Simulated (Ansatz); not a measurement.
**By hand: energy of the reaction between neutral defects in Al (fcc, Fm-3m)**

Subject: the energy of the reaction between neutral defects in Al (fcc, Fm-3m). Reaction: cell B + 2 Al (fcc) → cell A. Negative: the products are lower in energy.

A: a supercell of 32 sites of Al (fcc, Fm-3m) with two times Be off the lattice sites (6 Al at 2.19–2.24 Å); the closest two of these centres are 5.7 Å apart; spin state with PBE: run without spin.

B: a supercell of 32 sites of Al (fcc, Fm-3m) with two times Be on an Al site (4 Al at 2.72 Å); the closest two of these centres are 2.7 Å apart; spin state with PBE: run without spin.

Method: Ansatz (a program for electronic structure), PAW, neutral cells at 0 K with nuclei at rest, on structures from PBE. Ansatz runs with its default PAW set. Other levels take these structures. The lattices are those relaxed with PBE, so at other levels the solids can be strained, which adds to the spread. Larger cells are relaxed from a start prepared with the learned potential CHGNet, on a coarser mesh till forces fall under 0.03 eV/Å, which some starts already meet. A dispersion term (D3(BJ), or D4 for r2SCAN) was computed beside these levels and is taken off wherever the name lacks it. Cell A has symmetry P4/mmm and got no random move, so less symmetric positions, which may lie lower, weren't tried. Cell B has symmetry Cmmm and got no random move, so less symmetric positions, which may lie lower, weren't tried.

Total energies of the cells in eV, at zero smearing width. They compare only within one column; the weights balance every element.

| cell | atoms | weight | PBE | PBEsol |
|---|---|---|---|---|
| A: Al:2 Be_i | 34 | +1 | -17381.58039 | -16962.30534 |
| B: Al:2 Be_Al | 32 | −1 | -16309.04404 | -15915.42277 |
| Al (fcc) | 32 | −1/16 | -17199.95246 | -16785.36850 |

PBE: (-17381.58039) − (-16309.04404) − 1/16 × (-17199.95246) = 2.461 eV.

PBEsol: (-16962.30534) − (-15915.42277) − 1/16 × (-16785.36850) = 2.203 eV.

What follows from the PBE value: Per mole of the reaction as written, 2.461 eV × 96.485 = 237.4 kJ.
